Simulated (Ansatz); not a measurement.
Results of rVV10 (Ansatz, a quantum-chemistry and plane-wave program, plane waves, PAW) for CsCl-type CuZn.

Run with plane-wave cutoff 500 eV, 18×18×18 k mesh, Fermi–Dirac smearing 0.1 eV, no spin polarisation, scalar-relativistic PAW data made under PBE.

Computed at the level's own relaxed cell.

What does this level give for the equilibrium volume per atom and lattice constant a?


equilibrium volume per atom: 13.19 Å³/atom
lattice constant a: 2.977 Å

Measured, for comparison: equilibrium volume per atom 12.93 Å³/atom, lattice constant a 2.958 Å (temperature not stated, not corrected to a static lattice; as tabulated in First-Principles Study on the Electrical and Thermal Conductivities of Cu–Zn …). Computed (rounded) less measured: equilibrium volume per atom +2.0 %, lattice constant a +0.6 %.

The computed numbers hold no vibrational or temperature effects.

It cost about 40 core-seconds (a rough figure) of CPU time.
